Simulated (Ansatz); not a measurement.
Amorphous Si20P2O45, 67 atoms at 2.15 g/cm³, one PBE-relaxed geometry, zone centre. Methods: PBE, scalar-relativistic without spin-orbit coupling (Ansatz, a first-principles code); r2SCAN, scalar-relativistic without spin-orbit coupling (Ansatz). Plane waves to 420 eV (r2SCAN 500 eV). At PBE the levels at the filled edge of the gap are localised (band-tail or defect states), and the nearest spread-out levels lie 5.5 eV apart at the zone centre. The higher rungs were started with moments on some atoms, which died out.

A CHGNet melt-quench gave the starting glass, which DFT then relaxed. O atoms were pushed apart under 1.9 Å during the dynamics, to hinder bonds among them. The hot cell started wider than the set density and was brought back towards it in steps. It is the lowest in DFT energy of 2 quenches. It is a model cell: composition and starting density were chosen by hand, and all elements were melted together. No dispersion term was used. Its density started from a set value of 2.15 and ended at 2.15 g/cm³. The simulated quench (nominally 140 K/ps over its main leg) is rapid and tends to freeze in more defects than a deposited or slowly cooled glass has. Values belong to this one cell and scatter from quench to quench. The volume was held where the preparation left it, at a PBE pressure of 2.0 GPa. Stress components on the final sampling reach 4.0 GPa.

The relaxation ran on the zone centre alone. At PBE the level gap is 4.63 eV on a 2×2×2 Γ-centred mesh, and the spacing at the zone centre alone 4.63 eV.

Q: What zone-centre spacing does r2SCAN give, roughly?

A: 5.29 eV (+0.67 eV against PBE).

The highest filled and the lowest empty state spread over these numbers of atoms (participation numbers): PBE: 2.8 and 58.6; r2SCAN: 2.8 and 59.0.
